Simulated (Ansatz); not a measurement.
LaTl (Pm-3m): resistivity and electron-phonon coupling

```yaml
crystal:
  lattice:
    - [3.92018, 0.00000, 0.00000]
    - [0.00000, 3.92018, 0.00000]
    - [0.00000, 0.00000, 3.92018]
  atoms:
    - { symbol: La, position: [0.00000, 0.00000, 0.00000] }
    - { symbol: Tl, position: [0.50000, 0.50000, 0.50000] }
```

Level of theory: PBEsol, DFPT electron-phonon coupling, linearised Boltzmann equation (plane waves, PAW, scalar-relativistic; Ansatz, a program for electronic structure). How the cell was made: relaxed with this functional, without spin-orbit coupling.

```json
{
  "resistivity at 300 K": "69 μΩ·cm",
  "resistivity at 77 K": "17.7 μΩ·cm",
  "electron mean free path at 300 K (weighted by the current that each state carries)": "4.8 nm",
  "density of states at the Fermi level": "0.91 states/(eV·spin·cell)",
  "drude_plasma_energy": "3.5 eV",
  "Hall coefficient at 300 K": "-110 ×10⁻¹¹ m³/C"
}
```

A metal at this level (no band gap). Only scattering by harmonic phonons is included (no impurities, grain boundaries, electron-electron scattering or thermal expansion). Spin-orbit coupling is left out, which matters with elements this heavy. The squared frequency of the phonon mode least converged on the k mesh is uncertain by 26 %. The run warned that the eigensolver left some states short of its tolerance. Halving the electron mesh (24x24x24) moves the resistivity by up to 5 % at 300 K, the mean free path by up to 10 %. Smearing 0.20 eV; phonons on a 4x4x4 q mesh, which this run doesn't test and which matters most at low temperature.

Formula and space group known from diffraction (Crystallography Open Database), not checked to be the room-temperature form: LaTl (Pm-3m).
